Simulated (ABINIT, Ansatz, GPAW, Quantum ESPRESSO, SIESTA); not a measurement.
Ir (Fm-3m, 1 atom in the cell) computed with different codes at matched settings

Relaxation of cell and atoms.

```xyz
1
Lattice="0.0000 1.9507 1.9507 1.9507 0.0000 1.9507 1.9507 1.9507 0.0000" Properties=species:S:1:pos:R:3 pbc="T T T"
Ir     0.0000     0.0000     0.0000
```

Shared settings, as Ansatz (a first-principles code) writes them: kpoints.mp_grid.grid = 14 14 14; scf.occupations.method = gaussian; scf.occupations.width = 0.01 Ry. Potentials and cutoffs stand in the table.

```csv
code,model,final volume (Å³/atom),cutoff
ABINIT,"PBE, PAW (JTH v2.0 PBE PAW)",14.50,20 Ha
SIESTA,"GGA PBE, numerical atomic orbitals TZP, PseudoDojo PBE standard norm-conserving potentials (rewritten from UPF to PSML)",14.37,grid 300 Ry
Ansatz,"PBE, default PAW files",14.51,default
GPAW,"PBE, GPAW PAW datasets PBE (gpaw-data 1.0.1)",14.46,550 eV
Quantum ESPRESSO,"PBE, PSlibrary PAW (PBE) pseudopotentials",14.47,35 Ry
```

On Ansatz's run: spin-orbit coupling is off. Spin polarisation is off.

The spread over the programs that give each value: final volume within 0.14 Å³/atom.

SIESTA uses small atom-centred bases, whose incompleteness enters pressures, forces and empty levels differently from a plane-wave cutoff. The programs treat the finite-basis stress differently while the cell relaxes: Ansatz adds an estimate of it, ABINIT smooths its cutoff (ecutsm).

The starting cell comes from a database of computed structures (which also holds hypothetical and non-ambient phases and stackings), without a prior relaxation at this level. Its lattice was rescaled by a random factor within 2.5 % of one.

Keys are those of Ansatz 0.2.
